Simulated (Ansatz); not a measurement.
The reference is Sn in the diamond structure (space group Fd-3m, No. 227).

```xyz
2
Lattice="0.0000 3.2834 3.2834 3.2834 0.0000 3.2834 3.2834 3.2834 0.0000" Properties=species:S:1:pos:R:3 pbc="T T T"
Sn     1.6417     1.6417     1.6417
Sn     0.0000     0.0000     0.0000
```

Cartesian axes are those of the cell as printed.

Computed with Ansatz (an electronic-structure program), r2SCAN, PAW, cutoff 500 eV, no spin-orbit coupling.

For the base:

The pressure is 0.0 GPa.

Perturbation: uniaxial strain ε_zz = +1.82 %, all other strain components held at zero, atoms relaxed at fixed cell.

How does this affect the pressure and energy relative to the base?

The pressure (mean of the normal stresses, compression positive) goes from zero to -0.7 GPa; the energy grows by 2.4 meV/atom.

No phonon test of stability was made.
